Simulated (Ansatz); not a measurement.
## NbSi2 (P6₂22, No. 180)

Method: LDA (Ansatz, a program for electronic structure, plane waves, PAW).

Settings: plane-wave cutoff 500 eV, 12×12×6 k mesh (along the axes of the cell as run), Fermi–Dirac smearing 0.05 eV, no spin polarisation, scalar-relativistic PAW data made under PBE.

Cell (relaxed at this level):

```xyz
9
Lattice="4.7439 0.0000 0.0000 -2.3720 4.1084 0.0000 0.0000 0.0000 6.5376" Properties=species:S:1:pos:R:3 pbc="T T T"
Nb    -1.1860     2.0542     1.0896
Nb     2.3720     0.0000     3.2688
Nb     1.1860     2.0542     5.4480
Si     2.3720     2.7960     3.2688
Si    -1.2354     3.4522     5.4480
Si     1.1365     0.6562     1.0896
Si     0.0000     1.3124     3.2688
Si     3.6074     0.6562     5.4480
Si     1.2354     3.4522     1.0896
```

For NbSi2 (P6₂22, No. 180), the band gap comes out as none.

Spin–orbit coupling is not included.

Computed values are for the static lattice.
